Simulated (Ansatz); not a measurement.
Start from TiAl (space group P4/mmm, No. 123; a = 2.766 Å, c = 4.002 Å; relaxed with 0.1 eV smearing).

The values are results of DFT with LDA, PAW potentials and a 420 eV plane-wave cutoff in Ansatz (an electronic-structure program), scalar-relativistic without spin-orbit coupling, not measurements.

Base values:

```
Property   Result
--------  -------
Pressure  0.0 GPa
```

Perturbation: the cell is scaled by 0.9850 in all directions; the atoms relax in the strained cell.

How does this affect the energy relative to the base and pressure?

The energy goes up by 13 meV/atom; the pressure (mean of the normal stresses, compression positive) goes from zero to 6.3 GPa.

No phonon test of stability was made. The final runs are not spin-polarised.
